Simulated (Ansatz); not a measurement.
Base system: GaN in the zinc blende structure (space group F-43m, No. 216).

```
CELL_PARAMETERS angstrom
      0.00000     2.22769     2.22769
      2.22769     0.00000     2.22769
      2.22769     2.22769     0.00000
ATOMIC_POSITIONS crystal
  Ga 0.00000 0.00000 0.00000
  N  0.25000 0.25000 0.25000
```

Cartesian axes are those of the cell as printed.

The values are results of LDA, PAW, 420 eV (Ansatz, a program for electronic structure; spin-orbit coupling left out), not measurements.

Base values:

- Shortest interatomic distance: 1.929 Å
- Pressure: 0.0 kbar

Perturbation: the cell is compressed by 1.50 % along z with no lateral relaxation; the atoms relax in the strained cell.

Problem. What happens to the shortest interatomic distance, energy relative to the base, hole mass and pressure?

Solution. The shortest interatomic distance falls by 0.0096 Å to 1.920 Å; the energy rises by 2.2 meV/atom; the hole mass is 0.19 mₑ along z, 0.83 mₑ across (at Γ); the pressure (mean of the normal stresses, compression positive) goes from zero to 31.4 kbar.

The levels and masses belong to the bands next to the band gap. Effective masses come from finite differences of ±0.01 Å⁻¹. No phonon test of stability was made. This is not the structure that GaN has at room temperature and ambient pressure.
